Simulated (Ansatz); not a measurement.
InBi (F-43m, No. 216, 2 atoms in the cell; start mp-1001833), treated with LDA (Ansatz, a quantum-chemistry and plane-wave program, PAW).

Run with plane-wave cutoff 520 eV, 14×14×14 k mesh, Fermi–Dirac smearing 0.05 eV, scalar-relativistic PAW data made under PBE.

Cell (relaxed at this level):

BiIn is taken in the cubic space group F-43m (No. 216), the zinc blende structure, Pearson symbol cF8. Lattice parameters: a = 6.6450 Å, b = 6.6450 Å, c = 6.6450 Å, α = 90.00°, β = 90.00°, γ = 90.00°. In on 4a is surrounded by 4 Bi at 2.877 Å (tetrahedral). Bi on 4d has 4 In at 2.877 Å (tetrahedral). (Neighbours: up to the widest gap in distance over summed covalent radii, below 1.35, at either atom.)
(The calculation used a cell of 2 atoms; values per cell refer to that cell.)

Q: Estimate the bulk modulus B0 that the calculation returns.

A: 
* **bulk modulus B0**: 39.3 GPa

The run finds no gap.

Note: the bulk modulus is −V dP/dV from two relaxed cells at ±2 % in volume; the relaxation could not lower the start's symmetry, so the cell can be a saddle point above a distorted one.

Spin–orbit coupling is not included; it can shift volumes and moduli of such heavy elements.

Computed values are for the static lattice.

The result took very roughly 2.4 core-minutes.

A start named mp-… is a Materials Project structure, which need not be a measured phase.
